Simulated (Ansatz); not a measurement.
SiO2 under a change: biaxial strain +1.29 %, plane normal [001], relaxed out of plane

The reference is SiO₂ (space group P3_121, No. 152; a = 4.949 Å, c = 5.442 Å). Axes: x lies along a and z along c of the hexagonal cell.

Perturbation: biaxial strain +1.29 %, plane normal [001], relaxed out of plane (Cartesian); in-plane vectors clamped, the third vector and the atoms free.

Computed with Ansatz (a quantum-chemistry and plane-wave program) PBEsol, without spin-orbit coupling. k-mesh 8×8×6 (Γ-centred); smearing 0.05 eV (Fermi–Dirac).

- Volume per atom: 13.13 Å³ (base 12.83 Å³)
- Space group: P3_121 (No. 152) (base P3_121 (No. 152))
- Shortest interatomic distance: 1.620 Å (base 1.619 Å)
- Pressure (mean of the normal stresses, compression positive): -0.63 GPa (base 0.00 GPa)
- Band gap: 5.66 eV (base 5.72 eV)
- Gap character: indirect, K → Γ (base indirect, K → Γ)
- Width of the top valence band: 0.60 eV (base 0.57 eV)
- Electron mass: 0.50 mₑ (at Γ) (base 0.50 mₑ (at Γ))
- Out-of-plane strain: -0.22 %
- Ratio −ε⊥/ε∥: 0.17
- Mean in-plane stress (compression positive): -1.0 GPa

Final structure (turned so that z lies along the plane normal):

```yaml
crystal:
  lattice:
    - [5.01320, 0.00000, 0.00000]
    - [2.50660, 4.34156, 0.00000]
    - [0.00000, 0.00000, 5.43005]
  atoms:
    - { symbol: Si, position: [0.47477, 0.52523, 0.83333] }
    - { symbol: Si, position: [0.00000, 0.47477, 0.16667] }
    - { symbol: Si, position: [0.52523, 0.00000, 0.50000] }
    - { symbol: O, position: [0.41452, 0.84416, 0.70844] }
    - { symbol: O, position: [0.74132, 0.41452, 0.04178] }
    - { symbol: O, position: [0.84416, 0.74132, 0.37511] }
    - { symbol: O, position: [0.15584, 0.58548, 0.95822] }
    - { symbol: O, position: [0.25868, 0.15584, 0.29156] }
    - { symbol: O, position: [0.58548, 0.25868, 0.62489] }
```

Effective masses come from finite differences of ±0.01 Å⁻¹. Stability against distortions was not tested.
